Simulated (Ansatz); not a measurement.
Take NbIr$_{3}$ (space group P6_3/mmc, No. 194; a cell from a computed database, its experimental status unchecked) as the base.

```
CELL_PARAMETERS angstrom
      5.51872     0.00000     0.00000
     -2.75936     4.77935     0.00000
      0.00000     0.00000     4.43425
ATOMIC_POSITIONS crystal
  Nb 0.33333 0.66667 0.75000
  Nb 0.66667 0.33333 0.25000
  Ir 0.16403 0.32806 0.25000
  Ir 0.83597 0.67194 0.75000
  Ir 0.83597 0.16403 0.75000
  Ir 0.16403 0.83597 0.25000
  Ir 0.67194 0.83597 0.25000
  Ir 0.32806 0.16403 0.75000
```

Calculations: PBEsol (Ansatz, a program for electronic structure; PAW; 420 eV plane waves; spin-orbit coupling left out).

Base values:

The lattice parameter a is 10.429 bohr and the c/a ratio comes out as 0.803.

One thing is altered: a hydrostatic pressure of 0.7 GPa.

Problem. Estimate the effect on the lattice parameter a and c/a ratio.

Solution. The lattice parameter a decreases by 0.007 bohr (10.429 bohr → 10.422 bohr); the c/a ratio is nearly the same (0.803 against 0.804).

Load acts through the strain it causes; cell and atoms are relaxed under it. Whether these cells are dynamically stable was not tested. The final runs are not spin-polarised.
